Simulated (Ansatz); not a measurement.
## A computed series for CdS: pressure series

Start from CdS in the wurtzite structure (space group P6_3mc, No. 186; a = 4.124 Å, c = 6.708 Å).

Cell and atoms are relaxed at each pressure.

The values are results of Ansatz (a quantum-chemistry and plane-wave program), PBEsol, PAW, cutoff 420 eV, no SOC, not measurements.

Candidates:
(a) pressure 9 GPa
(b) pressure 2.1 GPa
(c) pressure 15 GPa
(d) pressure 4.5 GPa
(e) pressure −2 GPa

Before the change:

The band gap is 1.09 eV.

Problem. Order them by band gap, lowest first.

Solution. (e) pressure −2 GPa (1.02 eV), (b) pressure 2.1 GPa (1.16 eV), (d) pressure 4.5 GPa (1.23 eV), (a) pressure 9 GPa (1.32 eV), (c) pressure 15 GPa (1.40 eV)

Load acts through the strain it causes; cell and atoms are relaxed under it. No phonon test of stability was made. Measured, CdS leaves this structure (for rock salt) near 2.54 GPa (temperature not stated; as listed in Datta, Sujoy, Jana, Debnarayan, arXiv (2020)), on rising pressure, with hysteresis.
